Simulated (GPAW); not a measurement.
```
CELL_PARAMETERS angstrom
     10.06273     0.00000     0.00000
     -5.03136     8.71458     0.00000
      0.00000     0.00000     3.60459
ATOMIC_POSITIONS crystal
  Lu 0.33333 0.66667 0.75000
  Lu 0.66667 0.33333 0.25000
  Br 0.21557 0.43115 0.25000
  Br 0.78443 0.56885 0.75000
  Br 0.78443 0.21557 0.75000
  Br 0.21557 0.78443 0.25000
  Br 0.56885 0.78443 0.25000
  Br 0.43115 0.21557 0.75000
```

Method: r2SCAN-D3(BJ), GPAW PAW datasets PBE (gpaw-data 1.0.1) (plane waves; GPAW 25.7.0).

The set-up and first iterations of a GPAW log for LuBr₃ (P6_3/mmc, 8 atoms in the cell):

```
Input parameters:
  convergence: {bands: -2}
  kpts: [[-0.25 -0.25 -0.3 ],
         [-0.25 -0.25 -0.1 ],
         [-0.25 -0.25  0.1 ],
         ...,
         [ 0.25  0.25  0.1 ],
         [ 0.25  0.25  0.3 ],
         [ 0.25  0.25  0.5 ]]
  maxiter: 100
  mode: {ecut: 850,
         name: pw}
  nbands: -4
  occupations: {name: fermi-dirac,
                width: 0.02}
  symmetry: {symmorphic: False,
             tolerance: 0.0005}
  xc: MGGA_X_R2SCAN+MGGA_C_R2SCAN

species:
  Lu:
    name: Lutetium
    Z: 71.0
    valence: 25
    core: 46
    charge: 0.0
    file: Lu.PBE.gz

    # Using partial waves for Lu as LCAO basis

  Br:
    name: Bromine
    Z: 35.0
    valence: 7
    core: 28
    charge: 0.0
    file: Br.PBE.gz

    # Using partial waves for Br as LCAO basis

Reference energy: -1217987.956671  # eV

Spin-paired calculation

Convergence criteria:
 Maximum [total energy] change in last 3 cyles: 0.0005 eV / valence electron
   [... lines left out ...]
  External potential:
    NoExternalPotential

XC parameters: MGGA_X_R2SCAN+MGGA_C_R2SCAN with 2 nearest neighbor stencil

Number of atoms: 8
Number of atomic orbitals: 64
Number of bands in calculation: 50
Number of valence electrons: 92
Bands to converge: 48

Density initialized from atomic densities
  50 bands from LCAO basis set

Atomic positions and initial magnetic moments

Positions:
   0 Lu    -0.000005    5.809720    2.703442    ( 0.0000,  0.0000,  0.0000)
   1 Lu     5.031368    2.904856    0.901147    ( 0.0000,  0.0000,  0.0000)
   2 Br     0.000000    3.757289    0.901147    ( 0.0000,  0.0000,  0.0000)
   3 Br     5.031363    4.957287    2.703442    ( 0.0000,  0.0000,  0.0000)
   4 Br     6.808818    1.878645    2.703442    ( 0.0000,  0.0000,  0.0000)
   5 Br    -1.777455    6.835931    0.901147    ( 0.0000,  0.0000,  0.0000)
   6 Br     1.777455    6.835931    0.901147    ( 0.0000,  0.0000,  0.0000)
   7 Br     3.253908    1.878645    2.703442    ( 0.0000,  0.0000,  0.0000)

Unit cell:
           periodic     x           y           z      points  spacing
  1. axis:    yes   10.062726    0.000000    0.000000    70     0.1245
  2. axis:    yes   -5.031363    8.714576    0.000000    70     0.1245
  3. axis:    yes    0.000000    0.000000    3.604589    28     0.1287

  Lengths:  10.062726  10.062726   3.604589
  Angles:   90.000000  90.000000 120.000001

Effective grid spacing dv^(1/3) = 0.1321
     iter     time        total  log10-change:
                         energy   eigst   dens
iter:   1 --:--:--  -135.998309   -0.31
iter:   2 --:--:--  -116.043037   -1.30  -1.43
iter:   3 --:--:--  -116.284385   -1.49  -1.37
iter:   4 --:--:--  -116.286301   -0.46  -1.31
iter:   5 --:--:--  -116.075245   -1.67  -1.63
iter:   6 --:--:--  -116.687187   -1.53  -1.66
iter:   7 --:--:--  -115.757373   -0.76  -1.49
iter:   8 --:--:--  -115.711413   -1.77  -2.08
iter:   9 --:--:--  -115.647553   -2.94  -1.96
iter:  10 --:--:--  -115.618284   -2.27  -2.28
iter:  11 --:--:--  -115.618308c  -3.48  -3.19
iter:  12 --:--:--  -115.618898c  -3.43  -3.22
iter:  13 --:--:--  -115.618474c  -3.46  -3.21
iter:  14 --:--:--  -115.618465c  -3.58  -3.63
iter:  15 --:--:--  -115.618491c  -3.39  -3.74
```

Task: How does the run end?

Result: The run ended unconverged after 100 iterations. It gives no final result for the task that was set. Warnings to mind: Note: your k-points are not as symmetric as your crystal!. The log goes on:

```
   [... 2 lines left out ...]
iter:  18 --:--:--  -115.618427c  -3.74  -3.79
iter:  19 --:--:--  -115.618458c  -3.68  -3.89
iter:  20 --:--:--  -115.618421c  -3.78  -3.74
   [... lines left out ...]
iter:  99 --:--:--  -115.618407c  -7.31  -13.44c
iter: 100 --:--:--  -115.618407c  -7.19  -13.44c

Did not converge!

Here are some tips:

1) Make sure the geometry and spin-state is physically sound.
2) Use less aggressive density mixing.
3) Solve the eigenvalue problem more accurately at each scf-step.
4) Use a smoother distribution function for the occupation numbers.
5) Try adding more empty states.
6) Use enough k-points.
7) Don't let your structure optimization algorithm take too large steps.
8) Solve the Poisson equation more accurately.
9) Better initial guess for the wave functions.

See details here:

    https://gpaw.readthedocs.io/documentation/convergence.html
Traceback (most recent call last):
   [... frames left out ...]
gpaw.KohnShamConvergenceError: Did not converge!  See text output for help.
```

The starting cell comes from a database of computed structures (which also holds hypothetical and non-ambient phases and stackings), without a prior relaxation at this level. Its lattice was rescaled by a random factor within 2.5 % of one. Spin-orbit coupling is off.

The run was DFT r2SCAN-D3(BJ), plane waves, GPAW PAW datasets PBE (gpaw-data 1.0.1). Main settings of its input:

- mode = pw
- ecut = 850 eV
- xc = MGGA_X_R2SCAN+MGGA_C_R2SCAN
- kpts = 2 2 5
- mesh shift (steps) = 0.5 0.5 0.5
- occupations.name = fermi-dirac
- occupations.width = 0.02 eV
- dispersion = d3bj
- nbands = -4
- convergence.bands = -2
- symmetry.symmorphic = false
- symmetry.tolerance = 0.0005
